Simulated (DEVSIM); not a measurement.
Structure: TaN/SiO2/p-Ge capacitor, at 300 K.

Layer 1 from the left is SiO2, thickness (nm) 1.60. Layer 2 from the left is Ge, thickness (nm) 16000, Na (cm⁻³) 1.4e15.

Metal gate on the left, work function 4.4 eV. Fixed charge at the semiconductor interface -2.9e10 cm⁻² (in units of +e); no interface traps.

Constants are typed, rounded textbook-type inputs, not results; the design itself was drawn at random and stands for no fabricated device. Values at 300 K.

SiO2: gap (eV) 9, affinity (eV) 0.9, permittivity 3.9. Ge: gap (eV) 0.664, affinity (eV) 4, permittivity 16, Nc (cm⁻³) 1.04e19, Nv (cm⁻³) 6e18.

Estimate by hand the flat-band voltage, the threshold voltage, and compare with a numerical solution.


- Flat-band voltage: C = 2.16 μF/cm², work-function difference -0.048 V; VFB = φms − qNf/C = -0.05 V; numerical -0.05 V.
- Threshold voltage: φF = 0.109 V, depletion charge √(4εqNφF) = 1.18e-8 C/cm²; VT = VFB + 2φF + Qd/C = 0.18 V; numerical 0.18 V.

Model (solved in DEVSIM): 1D Poisson equation in equilibrium, Boltzmann statistics, complete ionisation; no quantum confinement or tunnelling. Metal contacts follow the ideal Schottky-Mott rule: no Fermi-level pinning, no interface dipoles.
